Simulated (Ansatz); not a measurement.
Base system: Hf in the hcp (Mg type) structure (space group P6_3/mmc, No. 194; relaxed with 0.1 eV smearing).

```cif
data_Hf2
_chemical_formula_sum 'Hf2'
_space_group_name_H-M_alt 'P 1'
_space_group_IT_number 1
_cell_length_a 3.19829
_cell_length_b 3.19829
_cell_length_c 5.04882
_cell_angle_alpha 90.000
_cell_angle_beta 90.000
_cell_angle_gamma 120.000
loop_
_space_group_symop_operation_xyz
  'x, y, z'
loop_
_atom_site_label
_atom_site_type_symbol
_atom_site_fract_x
_atom_site_fract_y
_atom_site_fract_z
_atom_site_occupancy
Hf1 Hf 0.66667 0.33333 0.75000 1
Hf2 Hf 0.33333 0.66667 0.25000 1
```

All numbers come from r2SCAN (Ansatz, a program for electronic structure; PAW; 500 eV plane waves; without spin-orbit coupling).

For the base:

```
Quantity    Value
--------  -------
Pressure  0.0 GPa
Band gap     zero
```

Perturbation: every lattice vector is shortened by 2.00 %; the atoms relax in the strained cell.

Estimate the effect on the energy relative to the base, pressure and band gap.

The energy grows by 29 meV/atom; the pressure (mean of the normal stresses, compression positive) goes from zero to 7.4 GPa; the band gap is still zero.

Stability against distortions was not tested. The final runs are not spin-polarised.
